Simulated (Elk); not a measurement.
Band structure of CeAl4 (I4/mmm, 5 atoms in the cell).

```yaml
crystal:
  lattice:
    - [-2.13653, 2.13653, 5.61716]
    - [2.13653, -2.13653, 5.61716]
    - [2.13653, 2.13653, -5.61716]
  atoms:
    - { symbol: Ce, position: [0.00000, 0.00000, 0.00000], spin: 1.0 }
    - { symbol: Al, position: [0.75000, 0.25000, 0.50000] }
    - { symbol: Al, position: [0.25000, 0.75000, 0.50000] }
    - { symbol: Al, position: [0.38742, 0.38742, 0.00000] }
    - { symbol: Al, position: [0.61258, 0.61258, 0.00000] }
```
(The spins are starting values, not results.)

Level of theory: LDA (PW92), all-electron FP-LAPW, Elk's shipped species files, APW+lo basis with extra local orbitals in Elk 10.2.4.

Settings: spinpol = true; rgkmax = 7.5; swidth = 0.00499791 Ha; ngridk = 7 7 7; reducebf = 0.7; gmaxvr = 16 1/bohr; nxlo = 2; lorbcnd = true; lmaxi = 3; maxscl = 100; bfcmt = [[0.0, 0.0, -0.25], [0.0, 0.0, 0.0], [0.0, 0.0, 0.0], [0.0, 0.0, 0.0], [0.0, 0.0, 0.0]].

The starting cell comes from a database of computed structures (which also holds hypothetical and non-ambient phases and stackings), without a prior relaxation at this level. Spin-orbit coupling is off. With one magnetic atom in the cell only a parallel order is possible. With U or open f shells several self-consistent states can exist. The f electrons are in the valence without U or exact exchange, which can misplace them near the Fermi level. Spin-orbit terms, which matter for f shells, are left out. Values depend on the basis (sphere radii, cutoffs, local orbitals), which need not be converged.

Levels in eV from the Fermi level, bands 21 to 28 of the first spin channel:
```csv
point,21,22,23,24,25,26,27,28
Γ,-2.43,-1.34,-1.28,-0.13,-0.13,0.32,0.36,0.36
X,-3.57,-2.56,-2.06,-0.06,0.23,0.29,0.44,0.44
Y,-3.59,-2.49,-2.19,-0.11,0.22,0.28,0.43,0.44
S,-1.99,-1.73,-0.38,-0.32,0.06,0.25,0.26,0.46
Z,-2.16,-1.40,-0.33,-0.02,0.06,0.22,0.22,0.28
S1,-1.99,-1.73,-0.38,-0.32,0.06,0.25,0.26,0.46
N,-1.63,-1.06,-1.04,-0.58,0.15,0.30,0.34,0.45
P,-3.27,-2.29,-2.29,-0.72,0.26,0.26,0.42,0.44
Y1,-3.59,-2.49,-2.19,-0.11,0.22,0.28,0.43,0.43
```

Bands cross the Fermi level along this path, so the cell is metallic at this level.

The net moment of the cell came out as 0.71 μB.
